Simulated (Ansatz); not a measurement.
Band structure of MoS2 (P-6m2, 3 atoms in the cell).

```
CELL_PARAMETERS angstrom
      3.14497     0.00000     0.00000
     -1.57248     2.72362     0.00000
      0.00000     0.00000    17.12138
ATOMIC_POSITIONS crystal
  Mo 0.00000 0.00000 0.00000
  S  0.33333 0.66667 0.08949
  S  0.33333 0.66667 0.91051
```

Level of theory: LDA (PW92), PAW files made with PBE (plane waves; Ansatz, an electronic-structure program).

Settings: basis.ecutwfc = 30.9 Ry; kpoints.mp_grid.grid = 6 6 1; hamiltonian.xc = lda; hamiltonian.pseudopotentials = {kind: paw} (an earlier, softer set of the program's PAW files); scf.occupations.method = fixed; kpoints.band_path.npoints = 8.

The starting cell comes from a database of computed structures (which also holds hypothetical and non-ambient phases and stackings), without a prior relaxation at this level. Its lattice was rescaled by a random factor within 2.5 % of one.

**Question.** Predict the gap along the standard path and the places of the band edges.

**Answer.** The gap along the path is 1.67 eV, from Γ to K; the smallest direct gap on it is 1.74 eV.

Levels in eV from the top of the valence band on the path, bands 10 to 16:
| point | 10 | 11 | 12 | 13 | 14 | 15 | 16 |
|---|---|---|---|---|---|---|---|
| Γ | -1.80 | -1.61 | -1.61 | 0.00 | 2.86 | 2.86 | 3.21 |
| M | -3.34 | -1.84 | -0.98 | -0.66 | 2.32 | 2.87 | 3.95 |
| K | -3.60 | -2.94 | -2.11 | -0.07 | 1.67 | 3.12 | 3.74 |
| A | -1.80 | -1.61 | -1.61 | 0.00 | 2.86 | 2.86 | 3.21 |
| L | -3.34 | -1.84 | -0.98 | -0.66 | 2.32 | 2.87 | 3.95 |
| H | -3.60 | -2.94 | -2.11 | -0.07 | 1.67 | 3.12 | 3.74 |

Keys are those of Ansatz 0.2.
